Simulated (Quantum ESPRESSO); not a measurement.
A self-consistent single point of the (001) slab of CsCaH3 (cut from a parent of space group no. 221; 10 atoms in the cell) with Quantum ESPRESSO.

Computed with LDA (PW92), PseudoDojo standard norm-conserving (LDA) pseudopotentials (plane waves; Quantum ESPRESSO 7.5).

The change in words: vacuum of 20 angstrom (first run: 14 Å); tstress: true → default; tefield: default → true; dipfield: default → true; edir: default → 3; emaxpos: default → 0.97; eopreg: default → 0.05; and 1 further keys. Reference geometry:
```xyz
10
Lattice="4.5981 0.0000 0.0000 0.0000 4.5981 0.0000 0.0000 0.0000 20.8971" Properties=species:S:1:pos:R:3 pbc="T T T"
Cs     0.0000     0.0000     9.2990
Ca     2.2990     2.2990     7.0000
H      2.2990     0.0000     7.0000
H      0.0000     2.2990     7.0000
H      2.2990     2.2990     9.2990
Cs     0.0000     0.0000    13.8971
Ca     2.2990     2.2990    11.5981
H      2.2990     0.0000    11.5981
H      0.0000     2.2990    11.5981
H      2.2990     2.2990    13.8971
```

Reference input (self-consistent single point, DFT, LDA (PW92), plane waves, PseudoDojo standard norm-conserving (LDA) pseudopotentials): ecutwfc = 75 Ry; occupations = smearing; smearing = fd; degauss = 0.0036749 Ry; mixing_mode = local-TF; potentials = {Cs: Cs.upf, Ca: Ca.upf, H: H.upf}; K_POINTS = automatic 3 3 1 0 0 0; conv_thr = 1e-10 Ry; mixing_beta = 0.4. This run's input differs from it in these lines:

```diff
@@ -5,3 +5,4 @@
    tprnfor = .true.
-   tstress = .true.
+   tefield = .true.
+   dipfield = .true.
 /
@@ -10,3 +11,3 @@
    celldm(1) = 8.689119458
-   celldm(3) = 4.54473906958
+   celldm(3) = 5.84962888890
    nat = 10
@@ -17,2 +18,6 @@
    degauss = 0.0036749
+   edir = 3
+   emaxpos = 0.970
+   eopreg = 0.05
+   eamp = 0.0
 /
@@ -28,12 +33,12 @@
 ATOMIC_POSITIONS crystal
-Cs    0.000000000    0.000000000    0.444990000
-Ca    0.500000000    0.500000000    0.334975000
-H     0.500000000    0.000000000    0.334975000
-H     0.000000000    0.500000000    0.334975000
-H     0.500000000    0.500000000    0.444990000
-Cs    0.000000000    0.000000000    0.665025000
-Ca    0.500000000    0.500000000    0.555010000
-H     0.500000000    0.000000000    0.555010000
-H     0.000000000    0.500000000    0.555010000
-H     0.500000000    0.500000000    0.665025000
+Cs    0.000000000    0.000000000    0.457261000
+Ca    0.500000000    0.500000000    0.371787000
+H     0.500000000    0.000000000    0.371787000
+H     0.000000000    0.500000000    0.371787000
+H     0.500000000    0.500000000    0.457261000
+Cs    0.000000000    0.000000000    0.628213000
+Ca    0.500000000    0.500000000    0.542739000
+H     0.500000000    0.000000000    0.542739000
+H     0.000000000    0.500000000    0.542739000
+H     0.500000000    0.500000000    0.628213000
 K_POINTS automatic
```

The program printed (abridged):

```
     Self-consistent Calculation

     iteration #  1     ecut=    75.00 Ry     beta= 0.40

     Adding external electric field

     Computed dipole along edir(3) :
        Dipole                0.1280 Ry au,          0.3254 Debye
        Dipole field          0.0004 Ry au,

        Potential amp.       -0.0405 Ry
        Total length         48.2867 bohr

     total energy              =    -255.67081686 Ry
     estimated scf accuracy    <       0.78815890 Ry

     iteration #  2     ecut=    75.00 Ry     beta= 0.40

     Adding external electric field

     Computed dipole along edir(3) :
   [... lines left out ...]
        Dipole                0.0947 Ry au,          0.2408 Debye
        Dipole field          0.0003 Ry au,

        Potential amp.       -0.0300 Ry
        Total length         48.2867 bohr

     total energy              =    -255.58273299 Ry
     estimated scf accuracy    <          1.3E-10 Ry

     iteration # 27     ecut=    75.00 Ry     beta= 0.40

     Adding external electric field

     Computed dipole along edir(3) :
        Dipole                0.0948 Ry au,          0.2409 Debye
        Dipole field          0.0003 Ry au,

        Potential amp.       -0.0300 Ry
        Total length         48.2867 bohr
     End of self-consistent calculation

     the Fermi energy is     0.1331 ev

!    total energy              =    -255.58273299 Ry
     estimated scf accuracy    <          7.5E-11 Ry
     smearing contrib. (-TS)   =      -0.00000000 Ry
     internal energy E=F+TS    =    -255.58273299 Ry

     electric field correction =       0.00002940 Ry

     convergence has been achieved in  27 iterations

     Forces acting on atoms (cartesian axes, Ry/au):

     atom    1 type  1   force =    -0.00000002   -0.00000001   -0.00486912
     atom    2 type  2   force =     0.00000001    0.00000002    0.01662475
     atom    3 type  3   force =     0.00000000    0.00000001    0.00118635
     atom    4 type  3   force =    -0.00000000    0.00000001    0.00118635
     atom    5 type  3   force =    -0.00000000    0.00000001   -0.00529465
   [... lines left out ...]
     atom    7 type  2   force =     0.00000000   -0.00000005    0.00204645
     atom    8 type  3   force =     0.00000000    0.00000000    0.00102595
     atom    9 type  3   force =    -0.00000000    0.00000001    0.00102595
     atom   10 type  3   force =    -0.00000000    0.00000000   -0.00525710

     Total force =     0.020586     Total SCF correction =     0.000020

   JOB DONE.
```

The run converged in 27 iterations. Against the reference run the free energy is nearly the same (within 1 meV/atom), the largest force goes from 0.446 to 0.427 eV/Å and the gap on the mesh goes from 3.156 to 3.215 eV.

The starting cell comes from a database of computed structures (which also holds hypothetical and non-ambient phases and stackings), without a prior relaxation at this level. The slab is cut from that crystal, and its faces are unrelaxed. Its lattice was rescaled by up to half a per cent.

Cost on one core of a shared machine: roughly 5 min.
